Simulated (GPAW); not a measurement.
**GPAW run on MoIr3 (P6_3/mmc, 8 atoms in the cell): self-consistent single point**

Computed with PBEsol, GPAW PAW datasets PBEsol (made by gpaw-setup) (plane waves; GPAW).

Input:

```python
from ase import Atoms
from ase.units import GPa
from gpaw import GPAW

atoms = Atoms(['Mo', 'Mo', 'Ir', 'Ir', 'Ir', 'Ir', 'Ir', 'Ir'],
              cell=[[5.509020, 0.000000, 0.000000],
                    [-2.754510, 4.770951, 0.000000],
                    [0.000000, 0.000000, 4.397950]],
              positions=[[-0.000003, 3.180636, 1.099487],
                         [2.754513, 1.590315, 3.298462],
                         [2.754510, 3.183894, 1.099487],
                         [0.000000, 1.587057, 3.298462],
                         [-1.380078, 3.977423, 3.298462],
                         [4.134588, 0.793528, 1.099487],
                         [1.374432, 0.793528, 1.099487],
                         [1.380078, 3.977423, 3.298462]],
              pbc=True)

calc = GPAW(mode={'name': 'pw', 'ecut': 550},
            xc='PBEsol',
            kpts={'size': (5, 5, 6), 'gamma': True},
            occupations={'name': 'fermi-dirac', 'width': 0.136},
            nbands=-12,
            convergence={'density': 1e-05},
            symmetry={'symmorphic': False, 'tolerance': 0.0005},
            maxiter=120,
            txt='-')

atoms.calc = calc

energy = atoms.get_potential_energy()
print('Energy (eV):', round(energy, 6))
forces = atoms.get_forces()
print('Forces (eV/Ang):')
print(forces.round(5))
stress = atoms.get_stress()
print('Stress (GPa, Voigt):', (stress / GPa).round(4))
```

Output (repeated stretches shortened):

```
Input parameters:
  convergence: {density: 1e-05}
  kpts: {gamma: True,
         size: (5, 5, 6)}
  maxiter: 120
  mode: {ecut: 550,
         name: pw}
  nbands: -12
  occupations: {name: fermi-dirac,
                width: 0.136}
  symmetry: {symmorphic: False,
             tolerance: 0.0005}
  xc: PBEsol

species:
  Mo:
    name: Molybdenum
    Z: 42.0
    valence: 14
    core: 28
    charge: 0.0
    file: Mo.PBEsol.gz

    # Using partial waves for Mo as LCAO basis

  Ir:
    name: Iridium
    Z: 77.0
    valence: 15
    core: 62
    charge: 0.0
    file: Ir.PBEsol.gz

    # Using partial waves for Ir as LCAO basis

Reference energy: -3126236.713395  # eV

Spin-paired calculation

Convergence criteria:
 Maximum [total energy] change in last 3 cyles: 0.0005 eV / valence electron
 Maximum integral of absolute [dens]ity change: 1e-05 electrons / valence electron
 Maximum integral of absolute [eigenst]ate change: 4e-08 eV^2 / valence electron
 Maximum number of scf [iter]ations: 120

Symmetries present (total): 24
Symmetries with fractional translations: 12
150 k-points: 5 x 5 x 6 Monkhorst-Pack grid + [0.000000,0.000000,1/12]
20 k-points in the irreducible part of the Brillouin zone
       k-points in crystal coordinates                weights
   0:     0.00000000    0.00000000    0.00000000          1/150
   1:     0.00000000    0.00000000    0.16666667          2/150
   2:     0.00000000    0.00000000    0.33333333          2/150
   [... 7 lines left out ...]
          ...
  19:     0.40000000    0.40000000    0.50000000          6/150

Wave functions: Plane wave expansion
  Cutoff energy: 550.000 eV
  Number of coefficients (min, max): 3352, 3411
  Pulay-stress correction: 0.000000 eV/Ang^3 (de/decut=0.000000)

Occupation numbers: Fermi-Dirac:
  width: 0.1360  # eV

Eigensolver

Densities:
  Coarse grid: 30*30*24 grid
  Fine grid: 60*60*48 grid
  Total Charge: 0.000000

Density mixing:
  Method: separate
  Backend: pulay
  Linear mixing parameter: 0.05
  old densities: 5
  Damping of long wavelength oscillations: 50

Hamiltonian:
  XC and Coulomb potentials evaluated on a 60*60*48 grid
  External potential:
    NoExternalPotential

XC parameters: PBEsol with 2 nearest neighbor stencil

Number of atoms: 8
Number of atomic orbitals: 98
Number of bands in calculation: 71
Number of valence electrons: 118
Bands to converge: occupied

Density initialized from atomic densities
  71 bands from LCAO basis set

Atomic positions and initial magnetic moments

Positions:
   0 Mo    -0.000003    3.180636    1.099487    ( 0.0000,  0.0000,  0.0000)
   1 Mo     2.754513    1.590315    3.298462    ( 0.0000,  0.0000,  0.0000)
   2 Ir     2.754510    3.183894    1.099487    ( 0.0000,  0.0000,  0.0000)
   3 Ir     0.000000    1.587057    3.298462    ( 0.0000,  0.0000,  0.0000)
   4 Ir    -1.380078    3.977423    3.298462    ( 0.0000,  0.0000,  0.0000)
   5 Ir     4.134588    0.793528    1.099487    ( 0.0000,  0.0000,  0.0000)
   6 Ir     1.374432    0.793528    1.099487    ( 0.0000,  0.0000,  0.0000)
   7 Ir     1.380078    3.977423    3.298462    ( 0.0000,  0.0000,  0.0000)

Unit cell:
           periodic     x           y           z      points  spacing
  1. axis:    yes    5.509020    0.000000    0.000000    30     0.1590
  2. axis:    yes   -2.754510    4.770951    0.000000    30     0.1590
  3. axis:    yes    0.000000    0.000000    4.397950    24     0.1832

  Lengths:   5.509020   5.509020   4.397950
  Angles:   90.000000  90.000000 120.000001

Effective grid spacing dv^(1/3) = 0.1749

     iter     time        total  log10-change:
                         energy   eigst   dens
iter:   1 --:--:--   -93.902100
iter:   2 --:--:--   -92.035795   -0.74  -1.36
iter:   3 --:--:--   -90.199452   -1.06  -1.38
iter:   4 --:--:--   -89.756536   -1.67  -1.46
iter:   5 --:--:--   -89.194878   -0.91  -1.59
iter:   6 --:--:--   -88.949203   -2.00  -2.03
iter:   7 --:--:--   -89.069319   -2.09  -2.16
iter:   8 --:--:--   -89.216522   -1.53  -2.22
iter:   9 --:--:--   -89.057118   -1.75  -2.08
iter:  10 --:--:--   -89.001189   -3.29  -2.41
iter:  11 --:--:--   -88.996663   -3.55  -2.93
iter:  12 --:--:--   -88.998678c  -4.16  -3.24
iter:  13 --:--:--   -88.997796c  -5.32  -3.18
iter:  14 --:--:--   -88.997654c  -5.96  -3.24
iter:  15 --:--:--   -88.997666c  -5.15  -3.27
iter:  16 --:--:--   -88.996541c  -4.16  -3.33
iter:  17 --:--:--   -88.996570c  -5.80  -4.09
iter:  18 --:--:--   -88.996607c  -6.12  -4.21
iter:  19 --:--:--   -88.996608c  -6.37  -4.26
iter:  20 --:--:--   -88.996586c  -6.73  -4.22
iter:  21 --:--:--   -88.996582c  -7.36  -4.52
iter:  22 --:--:--   -88.996574c  -7.04  -4.65
iter:  23 --:--:--   -88.996572c  -7.64c -4.89
iter:  24 --:--:--   -88.996574c  -8.47c -4.90
iter:  25 --:--:--   -88.996574c  -8.88c -4.98
iter:  26 --:--:--   -88.996575c  -9.19c -5.09c

Converged after 26 iterations.

Dipole moment: (-0.000000, 0.000000, -0.000029) |e|*Ang

Energy contributions relative to reference atoms: (reference = -3126236.713395)

Kinetic:        -23.016332
Potential:       +9.896241
External:        +0.000000
XC:             -73.821488
Entropy (-ST):   -0.324700
Local:           -1.892645
SIC:             +0.000000
--------------------------
Free energy:    -89.158925
Extrapolated:   -88.996575

Showing only first 2 kpts
 Kpt  Band  Eigenvalues  Occupancy
  0    57     15.19017    0.01754
  0    58     15.62963    0.00070
  0    59     15.63234    0.00068
  0    60     15.74497    0.00030

  1    57     14.93045    0.11272
  1    58     15.35283    0.00534
  1    59     15.60863    0.00082
  1    60     15.73465    0.00032

Fermi level: 14.54721

No gap
No difference between direct/indirect transitions
Energy (eV): -88.996575

Forces in eV/Ang:
  0 Mo   -0.00000    0.00000   -0.00000
  1 Mo    0.00000    0.00000    0.00000
  2 Ir    0.00000   -0.00294    0.00000
  3 Ir    0.00000    0.00294   -0.00000
  4 Ir    0.00255   -0.00147   -0.00000
  5 Ir   -0.00255    0.00147    0.00000
  6 Ir    0.00255    0.00147   -0.00000
  7 Ir   -0.00255   -0.00147   -0.00000

Stress tensor:
     0.041140     0.000000     0.000000
     0.000000     0.041140     0.000000
     0.000000     0.000000     0.044672
Stress (GPa, Voigt): [6.5914 6.5914 7.1573 0.     0.     0.    ]
```

The run converged in 26 iterations. GPAW prints stress with tension positive.

The starting cell comes from a database of computed structures (which also holds hypothetical and non-ambient phases and stackings), without a prior relaxation at this level. Spin-orbit coupling is off. Spin polarisation is off. With a pressure of about -7 GPa the cell is away from its equilibrium volume at this level.

Cost on one core of a shared machine: roughly 2 min.
